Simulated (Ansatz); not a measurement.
# MgO (P6₃/mmc, No. 194, 4 atoms in the cell; start mp-1065577; another space group than a measured phase of this formula): smallest direct gap on the k points sampled by level of theory

No measured value is used here.

| level (code) | value (eV) |
|---|---|
| LDA (Ansatz) | 3.29 |
| PBEsol (Ansatz) | 3.27 |
| r²SCAN (Ansatz) | 4.05 |
| G0W0@PBEsol (Ansatz) | 5.99 ± 0.01 |

Computed values are for a static lattice.  A ± on a computed value is a rough bar: the spread of its extrapolation, a floor set from checks against published values, or a statistical error. Values are at the PBEsol cell. Cutoffs differ between the levels. Ansatz's density-functional and Hartree–Fock values are scalar-relativistic unless marked +SOC, with PAW data made under PBE.

A start named mp-… is a Materials Project structure, which need not be a measured phase.

Ansatz is a first-principles code.
